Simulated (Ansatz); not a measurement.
A relaxation of cell and atoms of VS (P6_3/mmc, 4 atoms in the cell) with Ansatz (a first-principles code).

Level of theory: PBEsol, PAW files made with PBE (plane waves; Ansatz).

```xyz
4
Lattice="3.1698 0.0000 0.0000 -1.5849 2.7451 0.0000 0.0000 0.0000 6.1271" Properties=species:S:1:pos:R:3 pbc="T T T"
V      0.0000     0.0000     0.0000
V      0.0000     0.0000     3.0636
S      1.5849     0.9150     1.5318
S      0.0000     1.8301     4.5953
```

Reference input (self-consistent single point, DFT, PBEsol, plane waves, PAW files made with PBE): kpoints.mp_grid.grid = 10 10 5; hamiltonian.xc = pbesol; hamiltonian.pseudopotentials = {kind: paw} (the program's default PAW files); scf.occupations.method = fermi_dirac; scf.occupations.width = 0.1 eV. This run's input differs from it in these lines:

```diff
@@ -17,2 +17,4 @@
   occupations: { method: fermi_dirac, width: 0.1 }
+relax:
+  cell: {}
 output:
```

Output, abridged:

```
   [... SCF lines of the steps left out ...]
relax step   1: F+E_penalty+E_count = -7544.55020692 eV  Δ(F+E_penalty+E_count) = +0.000e0 eV  max|allowed force component| = 3.701e-17 eV/Å  Δτ_max = 0.0000 Å  P = -6.932 GPa  Ω = 53.315 Å³  (8 SCF iters, dr2 threshold 1.00e-7 eV, accepted)
relax step   2: F+E_penalty+E_count = -7544.59534909 eV  Δ(F+E_penalty+E_count) = -4.514e-2 eV  max|allowed force component| = 6.592e-17 eV/Å  Δτ_max = 0.0000 Å  P = -2.050 GPa  Ω = 51.686 Å³  energy of the carried Pulay correction = +1.471e-3 eV  [...]
relax step   3: F+E_penalty+E_count = -7544.60027092 eV  Δ(F+E_penalty+E_count) = -4.922e-3 eV  max|allowed force component| = 1.359e-16 eV/Å  Δτ_max = 0.0000 Å  P = +0.249 GPa  Ω = 51.104 Å³  energy of the carried Pulay correction = +2.050e-3 eV  [...]
relax step   4: F+E_penalty+E_count = -7544.60038861 eV  Δ(F+E_penalty+E_count) = -1.177e-4 eV  max|allowed force component| = 2.891e-17 eV/Å  Δτ_max = 0.0000 Å  P = +0.005 GPa  Ω = 51.150 Å³  energy of the carried Pulay correction = +1.997e-3 eV  [...]
relax step   5: F+E_penalty+E_count = -7544.59836459 eV  Δ(F+E_penalty+E_count) = +2.024e-3 eV  max|allowed force component| = 4.337e-17 eV/Å  Δτ_max = 0.0000 Å  P = +0.009 GPa  Ω = 51.150 Å³  stress off target by 2.08e-2 GPa  SCF on the basis [...]
basis re-selected at this cell: Δ(F+E_penalty+E_count) = +2.024e-3 eV, ΔP = +0.004 GPa vs the last step
the relaxation is at rest under the 24 symmetry operations that the run kept from its start: a minimum is not shown …
Free energy (F): -7544.598365 eV
Internal energy: -7544.498408 eV  (E = F + TS)
E sigma→0 (E₀):  -7544.548386 eV
Entropy (-TS):   -0.099957 eV (-24.989 meV/atom)
Fermi energy:    16.020791 eV
--- Forces (eV/Å), atoms counted from 1 ---
  atom   1  V      0.00000000    -0.00000000    -0.00000000
   [... zero for the other atoms too ...]
   [... lines left out ...]
  cell:  # Å, volume = 51.1504 Å³
   [... lines left out ...]
    - [-1.0451032381798887e-34, -2.9691685485655386e-18, 6.058411692915425]
  atoms:
    - { symbol: V, position: [2.6585406210423624e-35, -3.607480002048554e-34, 9.925077659938611e-35] }
    - { symbol: V, position: [1.4444474582904269e-34, -1.925929944387236e-34, 0.5] }
    - { symbol: S, position: [0.6666666666666666, 0.3333333333333333, 0.25] }
    - { symbol: S, position: [0.3333333333333333, 0.6666666666666666, 0.7499999999999999] }
```

The run converged.  The full log also holds: “iter 5 did not close the SCF: its close was put off for the readings that it lacked (scf_convergence_deferred on its scf_iter line)”. The full log also holds: “iter 5 did not close the SCF: its close was put off for the readings that it lacked (scf_convergence_deferred on its scf_iter line)”.

Summary of the result:
- Free energy E − TS (on the zero of these files): -7544.5984 eV
- Fermi level (on the code's own zero): 16.02 eV
- Pressure: 0.01 GPa
- Final cell: a = b = 3.1223 Å, c = 6.0584 Å, α = β = 90.00°, γ = 120.00°
- Final volume per atom: 12.79 Å³
- Relaxation steps: 5

The starting cell comes from a database of computed structures (which also holds hypothetical and non-ambient phases and stackings), without a prior relaxation at this level. Spin polarisation is off, so a magnetic state, if there is one, cannot be reached. The relaxation keeps the symmetry of its start, so its end need not be a minimum. Ansatz's pressure includes its estimate of the finite-basis (Pulay) stress.

Keys are those of Ansatz 0.2.
